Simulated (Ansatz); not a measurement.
## O on the 1x1 (111) surface of fcc Ag, one in a 2x2 cell, started at the site 'bridge Ag-Ag (span 2.9 Å)'

Calculation: PBE (plane waves to 420 eV, PAW; Ansatz, a quantum-chemistry and plane-wave program).

Set-up: 17 atoms, 7.1 Å thick at the start under the adsorbate (thin: gaps and levels are the slab's own); mesh 6x6x1; 0.1 eV smearing; dipole correction on; 8 atoms held, the rest relaxed; start symmetry kept, larger cells not searched; spin-polarised, no spin-orbit, no U, no dispersion correction. The starting moment vanished. At the end it is bonded to 3 Ag. In PBE it is, or lies within 0.03 eV of, the lowest of the starts that converged.

The adsorption energy against ½ O2(g) is -0.33 eV and the work function of the top face comes out as 5.62 eV. The change of the work function is 1.18 eV. The change of the step from the bottom to the top vacuum level, against the clean slab is 1.14 eV and the energy released by relaxation is 0.59 eV. The height of the binding atom over the mean of the host atoms within 0.3 Å of the top one is 1.216 Å and the magnetic moment of the cell is 0.00 μB. The nearest host atoms of the binding atom comes out as Ag at 2.12 Å, Ag at 2.12 Å, Ag at 2.13 Å. The largest move of a host atom comes out as 0.09 Å, the note is the adsorbate left its starting site by 0.8 Å and the cost comes out as around 80 core-minutes (rough).

A negative adsorption energy means that the adsorbate is more stable on the surface than in its reference.
